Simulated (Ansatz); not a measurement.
System: Cu-vacancy pair (Cu on one host Ti site, one Ti site vacant) in rock-salt TiC (neutral cell). The step: direct exchange of Cu with the vacancy (Cu-vacancy distance between ideal sites 3.06 Å throughout); the atom moves 2.87 Å along (0.00, 0.47, 0.47) of the unit cell; the moving atom starts with neighbours 2 C at 2.13, 2 C at 2.18, 2 C at 2.26 Å and ends with 2 C at 2.13, 2 C at 2.18, 2 C at 2.26 Å. DFT values are from Ansatz (plane-wave PAW, 420 eV unless said) in a cell of 64 host sites, spin-restricted, static, with no finite-size correction. Forms of the defect that were not tried may lie lower. The start lies 0.41 eV above the lowest site run (PBE). For the PBE band: the saddle point's order was not checked, and it lies on a symmetry element of the cell, where a band can be held.

```
Level                                                                           Forward barrier (eV)  Cost of the band or of the saddle's single point
------------------------------------------------------------------------------  --------------------  ------------------------------------------------
CHGNet universal potential (has no charge state), its own band                                  1.16                                                 -
PBE, a 3×3×3 k-point mesh shifted by half a step, band relaxed                                  1.25               about 6 core-hours (a rough figure)
PBE, a 4×4×4 k-point mesh shifted by half a step, same geometries                               1.27                           roughly 26 core-minutes
r2SCAN at 500 eV, a 3×3×3 k-point mesh shifted by half a step, same geometries                     …                           roughly 24 core-minutes
```

**Question.** Some entries are withheld; supply them.

**Answer.** 
- r2SCAN at 500 eV, a 3×3×3 k-point mesh shifted by half a step, same geometries, Forward barrier (eV): 1.32

Ansatz is a program for electronic structure.
